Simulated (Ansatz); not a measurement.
The parent structure is MoS2 (space group P6_3/mmc, No. 194; layered, stacked along the Cartesian z axis).

```
MoS2
1.0
    3.10900     0.00000     0.00000
   -1.55450     2.69247     0.00000
    0.00000     0.00000    11.70898
Mo S
2 4
Direct
  0.66667   0.33333   0.25000
  0.33333   0.66667   0.75000
  0.66667   0.33333   0.88351
  0.33333   0.66667   0.38351
  0.33333   0.66667   0.11649
  0.66667   0.33333   0.61649
```

Cartesian axes are those of the cell as printed.

Computed with Ansatz (an electronic-structure program), PBEsol-D3(BJ), PAW, cutoff 420 eV, no spin-orbit coupling.

Strains are applied to the cell and any free atomic positions relax.

One change was made to it. Results:

```csv
quantity,base,after
band gap,0.52 eV,0.68 eV
gap character,"indirect, Γ → K–Γ (44 % along)","indirect, Γ → K–Γ (44 % along)"
smallest direct gap,1.79 eV,1.82 eV
"pressure (mean of the normal stresses, compression positive)",0.00 GPa,-0.83 GPa
energy relative to the base (free energy F),0 meV/atom,+2.5 meV/atom
```

**Question.** Name the change that was made.
A) uniaxial strain ε_zz = +1.20 %
B) uniaxial strain ε_zz = +3.00 %
C) uniaxial strain ε_zz = +0.60 %
D) uniaxial strain ε_zz = +2.40 %

**Answer.** D, uniaxial strain ε_zz = +2.40 %. For comparison, the energy relative to the base in the other runs: uniaxial strain ε_zz = +0.60 % gives +0.2 meV/atom; uniaxial strain ε_zz = +3.00 % gives +3.8 meV/atom; uniaxial strain ε_zz = +1.20 % gives +0.7 meV/atom.

Semilocal Kohn–Sham gaps tend to fall short of experiment. Whether these cells are dynamically stable was not tested.
